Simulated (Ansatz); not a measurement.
## Pressure series in C

Take C in the graphite type structure (space group P6_3/mmc, No. 194; a = 2.465 Å, c = 6.729 Å; layered, stacked along the Cartesian z axis) as the base.

Cell and atoms are relaxed at each pressure.

Level of theory: PBE-D3(BJ), PAW, 420 eV (Ansatz, a first-principles code; no spin-orbit coupling), earlier PAW set.

Candidates:
(a) pressure 0.7 GPa
(b) pressure 0.3 GPa
(c) pressure 3 GPa
(d) pressure 5 GPa

For the base:

```
Item       Value
---------  -----
c/a ratio  2.730
```

Order them by c/a ratio, highest first.

(b) pressure 0.3 GPa (2.709), (a) pressure 0.7 GPa (2.682), (c) pressure 3 GPa (2.575), (d) pressure 5 GPa (2.513)

A case with no gap was solved on a k-mesh chosen for an insulator, which is coarse for it. Load acts through the strain it causes; cell and atoms are relaxed under it. No phonon test of stability was made. Competing high-pressure phases were not computed.
